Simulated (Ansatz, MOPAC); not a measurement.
Fluorite PbF2 (high-temperature phase): properties by level of theory

Reference values: elastic constant C11 96.1 ± 0.09 GPa (measured, room temperature, no zero-point or thermal correction; as tabulated in Jamieson, Manghnani, Matsui, Ming, J. Geophys. Res. 91, 4643 (1986)); elastic constant C44 20.8 ± 0.01 GPa (measured, room temperature, no zero-point or thermal correction; as tabulated in Jamieson, Manghnani, Matsui, Ming, J. Geophys. Res. 91, 4643 (1986)).

```tsv
level (code)	elastic constant C11 (GPa)	elastic constant C44 (GPa)
PM7 semi-empirical Hartree-Fock (MOPAC) (MOPAC)	323	92.4
B3LYP (VWN-RPA form) (Ansatz)	106	21.9
Hartree–Fock (Ansatz)	104	22.7
```

Differences from the reference values (errors of the level alone only where the reference is corrected to a static lattice):

```
level                                    elastic constant C11 (%)  elastic constant C44 (%)
---------------------------------------  ------------------------  ------------------------
PM7 semi-empirical Hartree-Fock (MOPAC)                      +236                      +344
B3LYP (VWN-RPA form)                                        +10.3                      +5.3
Hartree–Fock                                                 +8.2                      +9.1
```

Nearest: elastic constant C11, not ranked (reference at room or unstated temperature); elastic constant C44, not ranked (reference at room or unstated temperature).

Caveats: the method was fitted mainly to molecules (PM7 semi-empirical Hartree-Fock (MOPAC)); the relaxed volume lies over a fifth from the starting cell (PM7 semi-empirical Hartree-Fock (MOPAC)); the run uses a supercell at the zone centre in place of a k mesh (PM7 semi-empirical Hartree-Fock (MOPAC)). Ansatz's density-functional and Hartree–Fock values are scalar-relativistic unless marked +SOC, with PAW data made under PBE.

Unless a cell is named, each level is at its own relaxed cell (PM7 semi-empirical Hartree-Fock (MOPAC) 11.14, B3LYP (VWN-RPA form) 18.03, Hartree–Fock 18.46 Å³/atom).

Differences are worked out from the printed values.

Static lattice: no zero-point or thermal effects.

Ansatz is an electronic-structure program.
